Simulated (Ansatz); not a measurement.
Take AlN in the zinc blende structure (space group F-43m, No. 216; a = 4.378 Å) as the base. Axes: x, y, z lie along the cube axes.

Calculations: PBEsol/PAW in Ansatz (a first-principles code), without spin-orbit coupling.

Strains are applied to the cell and any free atomic positions relax.

One change was made to it. Results:

```tsv
quantity	base	after
energy relative to the base (free energy F)	0 meV/atom	+2.1 meV/atom
smallest direct gap	4.06 eV	4.15 eV
electron mass	0.52 mₑ along k, 0.32 mₑ across (at X)	0.50 mₑ along k, 0.32 mₑ across (at X)
```

### Question
Which of these changes matches the shifts?
(A) uniaxial strain ε_zz = −3.00 %
(B) uniaxial strain ε_zz = −1.50 %
(C) uniaxial strain ε_zz = +1.00 %
(D) uniaxial strain ε_zz = +2.00 %

### Answer
B, uniaxial strain ε_zz = −1.50 %. For comparison, the electron mass in the other runs: uniaxial strain ε_zz = −3.00 % gives 0.49 mₑ along k, 0.33 mₑ across (at X); uniaxial strain ε_zz = +1.00 % gives 0.51 mₑ along k, 0.32 mₑ across (at X); uniaxial strain ε_zz = +2.00 % gives 0.52 mₑ along k, 0.32 mₑ across (at X).

Effective masses come from finite differences of ±0.01 Å⁻¹. Along k means along the line from Γ to the band edge. Stability against distortions was not tested. This is not the structure that AlN has at room temperature and ambient pressure.
